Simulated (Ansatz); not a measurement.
Phonon-limited resistivity of TiZn (Pm-3m) against temperature in μΩ·cm, PBEsol, DFPT electron-phonon coupling, linearised Boltzmann equation run with Ansatz (a quantum-chemistry and plane-wave program), harmonic crystal at a fixed cell.

```csv
T,ρ
50 K,1.48
77 K,3.6
100 K,…
150 K,…
200 K,15.5
250 K,20
273 K,22
300 K,25
350 K,30
400 K,35
500 K,45
```

Question: What belongs in the gaps?

Answer: 
- 100 K, ρ: 5.7
- 150 K, ρ: 10.6

A metal at this level (no band gap). Only scattering by harmonic phonons is included (no impurities, grain boundaries, electron-electron scattering or thermal expansion). Spin-orbit coupling is left out. Few carriers conduct, so the values hang on small band overlaps. Halving the electron mesh (28x28x28) moves the resistivity by up to 10 %. Smearing 0.20 eV; phonons on a 5x5x5 q mesh, which this run doesn't test and which matters most at low temperature.

Computed structure with no diffraction record at hand here (it may be known, metastable or hypothetical): TiZn (Pm-3m).
